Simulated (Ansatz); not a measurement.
The starting structures come from a database of crystals and need not be the phases stable at ambient conditions.

By PBEsol, the system below comes out a metal.

A figure of merit of an interconnect metal is its ballistic conductance per area.

Input:

```yaml
crystal:
  lattice:
    - [4.54939, 0.00000, 0.00000]
    - [0.00000, 6.43381, 0.00000]
    - [0.00000, 3.21690, 3.21690]
  atoms:
    - { symbol: Cr, position: [0.50000, 0.75000, 0.25000] }
    - { symbol: Cr, position: [0.50000, 0.25000, 0.75000] }
    - { symbol: Cr, position: [0.00000, 0.50000, 0.25000] }
    - { symbol: Cr, position: [0.00000, 0.50000, 0.75000] }
    - { symbol: Cr, position: [0.25000, 0.00000, 0.50000] }
    - { symbol: Cr, position: [0.75000, 0.00000, 0.50000] }
    - { symbol: Ge, position: [0.00000, 0.00000, 0.00000] }
    - { symbol: Ge, position: [0.50000, 0.50000, 0.00000] }
```

Space group of this cell: Pm-3n, A15 (Cr3Si type). The cell is taken as given; by PBEsol its mean pressure is -3.4 GPa.

The current flows along the normal of the first two printed cell vectors, the (110) plane of the conventional cell. No spin-orbit coupling; the value is a mean over 0.1 eV about the Fermi level.

### Question
Predict the ballistic conductance per area from Ansatz (an electronic-structure program) with PBEsol.

### Answer
0.89 × 10¹⁵ S/m² for both spins.
